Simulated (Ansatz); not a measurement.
Level of theory: PBE (plane waves to 420 eV, PAW; Ansatz, a quantum-chemistry and plane-wave program).

Electrostatic potential energy of an electron, averaged over planes parallel to the surface, in eV from the Fermi level, for CH3 on the 1x1 (110) surface of bcc Ta, one in a 2x2 cell, started at the site 'top Ta':

(z (Å), V (eV)): (5.59, 4.75); (5.89, 4.75); (6.18, 4.74); (6.48, 4.73); (6.77, 4.70); (7.07, 4.64); (7.36, 4.53); (7.66, 4.30); (7.95, 3.86); (8.24, 3.00); (8.54, 1.39); (8.83, -1.73); (9.13, -7.22); (9.42, -14.05); (9.72, -19.09); (10.01, -18.30); (10.31, -12.33); (10.60, -5.85); (10.89, -2.33); (11.19, -3.94); (11.48, -9.50); (11.78, -16.24); (12.07, -19.40); (12.37, -16.16); (12.66, -9.31); (12.96, -3.45); (13.25, -1.12); (13.54, -3.47); (13.84, -9.32); (14.13, -16.15); (14.43, -19.37); (14.72, -16.19); (15.02, -9.44); (15.31, -3.81); (15.61, -2.05); (15.90, -5.30); (16.19, -11.64); (16.49, -17.80); (16.78, -19.19); (17.08, -14.67); (17.37, -7.96); (17.67, -2.62); (17.96, -0.32); (18.26, -0.19); (18.55, -0.26); (18.84, -0.31); (19.14, 1.48); (19.43, 2.99); (19.73, 3.46); (20.02, 3.64); (20.32, 3.71); (20.61, 3.74); (20.91, 3.75); (21.20, 3.75); (21.49, 3.76); (21.79, 3.76); (22.08, 3.76); (22.38, 3.76); (22.67, 3.76); (22.97, 3.76); (23.26, 3.76)

Set-up: 20 atoms, 6.8 Å thick at the start under the adsorbate (thin: gaps and levels are the slab's own); mesh 5x5x1; 0.1 eV smearing; dipole correction on; 8 atoms held, the rest relaxed; no symmetry held; spin-polarised, no spin-orbit, no U, no dispersion correction. The starting moment vanished. At the end it is bonded to 3 Ta. In PBE it is, or lies within 0.03 eV of, the lowest of the starts that converged.

### Question
The surface cell has an area of 31.16 Å². What dipole along the normal does the step between the two vacuum levels imply?

### Answer
the top vacuum level lies 1.00 eV below the bottom one; p = −ε₀ A ΔV (ε₀ = 0.005526 e/(V·Å)) gives 0.17 e·Å a cell.
